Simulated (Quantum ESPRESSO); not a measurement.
Parameter sweep on Ba₃Al₃N₅ (P-1, 22 atoms in the cell)

```
Ba3Al3N5
1.0
    6.00737     0.00000     0.00000
   -0.88263     7.65857     0.00000
   -1.70278    -3.10209     8.23464
Ba Al N
6 6 10
Direct
  0.81082   0.42706   0.60995
  0.18918   0.57294   0.39005
  0.66605   0.85701   0.88019
  0.33395   0.14299   0.11981
  0.66115   0.66076   0.21591
  0.33885   0.33924   0.78409
  0.91622   0.31983   0.97725
  0.08378   0.68017   0.02275
  0.69796   0.97020   0.57983
  0.30204   0.02980   0.42017
  0.09886   0.89196   0.70756
  0.90114   0.10804   0.29244
  0.93594   0.11145   0.78084
  0.06406   0.88855   0.21916
  0.82128   0.74445   0.54443
  0.17872   0.25555   0.45557
  0.78114   0.51596   0.92191
  0.21886   0.48404   0.07809
  0.36943   0.95203   0.61001
  0.63057   0.04797   0.38999
  0.18686   0.78211   0.86989
  0.81314   0.21789   0.13011
```

Base run A: LDA (PZ), GBRV 1.5 ultrasoft (LDA) pseudopotentials (Quantum ESPRESSO), self-consistent single point.

Its settings: ecutwfc = 40 Ry; ecutrho = 200 Ry; occupations = fixed; potentials = {Ba: ba_lda_v1.uspp.F.UPF, Al: al_lda_v1.uspp.F.UPF, N: n_lda_v1.2.uspp.F.UPF}; K_POINTS = automatic 3 3 2 0 0 0; nbnd = 68; conv_thr = 1e-08 Ry; mixing_beta = 0.3.

The starting cell comes from a database of computed structures (which also holds hypothetical and non-ambient phases and stackings), without a prior relaxation at this level. Its lattice was rescaled by a random factor within 2.5 % of one. In the base run, with a pressure of about -9 GPa the cell is away from its equilibrium volume at this level.

ΔF is the free energy per atom less that of run A. 

Run A gave: pressure (GPa) -9.00; largest force (eV/Å) 0.310; gap on the mesh (eV) 1.519; iterations 16.

Runs:
- B: diagonalization: default → cg
- C: diagonalization: default → paro
- D: diagonalization: default → rmm-davidson
- E: diagonalization: default → rmm-paro
- F: diago_david_ndim: default → 3
- G: diago_david_ndim: default → 4
- H: diago_full_acc: default → true

Q: Which runs reach the base run's state, and which is quickest in iterations?

A: Runs B, C, D, E, F, G, H gave the same state as A (within 1 meV/atom). The fewest iterations to that state were 12 (B, C); the most were 19.

```
run  ΔF (meV/atom)  pressure (GPa)  largest force (eV/Å)  gap on the mesh (eV)  iterations
---  -------------  --------------  --------------------  --------------------  ----------
A             0.00           -9.00                 0.310                 1.519          16
B             0.00           -9.00                 0.310                 1.519          12
C             0.00           -9.00                 0.309                 1.519          12
D             0.00           -9.00                 0.309                 1.519          16
E             0.00           -9.00                 0.310                 1.519          19
F             0.00           -9.00                 0.309                 1.519          13
G             0.00           -9.00                 0.310                 1.519          13
H             0.00           -9.00                 0.310                 1.519          17
```
